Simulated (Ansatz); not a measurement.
A self-consistent single point of GaSn3 (Fm-3m, 4 atoms in the cell) with Ansatz (a quantum-chemistry and plane-wave program).

Method: LDA (PW92), PAW files made with PBE (plane waves; Ansatz).

```
CELL_PARAMETERS angstrom
      0.00000     3.70595     3.70595
      3.70595     0.00000     3.70595
      3.70595     3.70595     0.00000
ATOMIC_POSITIONS crystal
  Ga 0.00000 0.00000 0.00000
  Sn 0.25000 0.25000 0.25000
  Sn 0.75000 0.75000 0.75000
  Sn 0.50000 0.50000 0.50000
```

Reference input (self-consistent single point, DFT, LDA (PW92), plane waves, PAW files made with PBE): basis.ecutwfc = 420 eV; kpoints.mp_grid.grid = 9 9 9; hamiltonian.xc = lda; hamiltonian.pseudopotentials = {kind: paw} (the program's default PAW files); scf.occupations.method = fermi_dirac; scf.occupations.width = 0.136 eV. This run's input differs from it in these lines:

Ansatz 0.2 input:
```diff
@@ -14,3 +14,3 @@
 kpoints:
-  mp_grid: { grid: [9, 9, 9] }
+  mp_grid: { grid: [4, 4, 4] }
 hamiltonian:
```

Log, with long lists cut:

```
SCF iter   1: F=—  HF=-21345.799621 eV  |F-HF|=—  |Δ(HF+E_count)|=         —  Δρ=1.35e-2  dr2=2.85e-1  ethr=3.10e-3  ⟨swp⟩=7.4  Hψ=1200  notcnv=0
all-band conjugate gradients solve this SCF's bands
preconditioner: auto → Kerker (q_TF=auto, 2.462 Å⁻¹)
SCF iter   2: F=—  HF=-21345.707200 eV  |F-HF|=—  |Δ(HF+E_count)|=   9.24e-2  Δρ=7.14e-3  dr2=8.89e-2  ethr=5.18e-4  ⟨swp⟩=3.0  Hψ=583  notcnv=0
   [... lines left out ...]
SCF iter   5: F=—  HF=-21345.672267 eV  |F-HF|=—  |Δ(HF+E_count)|=   4.03e-4  Δρ=2.18e-4  dr2=2.86e-5  ethr=8.27e-7  ⟨swp⟩=2.0  Hψ=370  notcnv=0
SCF iter   6: F=—  HF=-21345.672243 eV  |F-HF|=—  |Δ(HF+E_count)|=   2.41e-5  Δρ=3.56e-5  dr2=1.78e-6  ethr=5.19e-8  ⟨swp⟩=2.0  Hψ=383  notcnv=0
SCF iter   7: F=—  HF=-21345.672243 eV  |F-HF|=—  |Δ(HF+E_count)|=   1.92e-7  Δρ=1.31e-5  dr2=2.22e-7  ethr=3.23e-9  ⟨swp⟩=2.0  Hψ=374  notcnv=0
SCF iter   8: F=-21345.672243 eV  HF=-21345.672243 eV  |F-HF|=8.26e-10  |Δ(HF+E_count)|=   2.11e-8  Δρ=2.42e-6  dr2=3.44e-9  ethr=1.82e-10  ⟨swp⟩=5.6  Hψ=1143  notcnv=0
SCF 1 converged in 8 iterations: F = -21345.672243 eV  dr2 = 3.44e-9
Free energy (F): -21345.672243 eV
Internal energy: -21345.582154 eV  (E = F + TS)
E sigma→0 (E₀):  -21345.627199 eV
Entropy (-TS):   -0.090089 eV (-22.522 meV/atom)
Fermi energy:    10.325733 eV
--- Forces (eV/Å), atoms counted from 1 ---
  atom   1  Ga    -0.00000000     0.00000000     0.00000000
   [... zero for the other atoms too ...]
--- Stress (GPa, compression-positive) ---
       -3.043500      -0.000000       0.000000
       -0.000000      -3.043500      -0.000000
        0.000000       0.000000      -3.043500
  P = ⅓ Tr σ = -3.0435 GPa (-30.435 kbar)
  The stress holds the Pulay correction. Without it, at fixed plane waves, as pw.x and ABINIT print it: P = -3.0551 GPa
```

The run converged in 8 iterations. Against the reference run the free energy falls by 60.7 meV/atom and the pressure hardly changes (-2.97 to -3.04 GPa).

The starting cell comes from a database of computed structures (which also holds hypothetical and non-ambient phases and stackings), without a prior relaxation at this level. With a pressure of about -3 GPa the cell is away from its equilibrium volume at this level. Ansatz's pressure includes its estimate of the finite-basis (Pulay) stress.
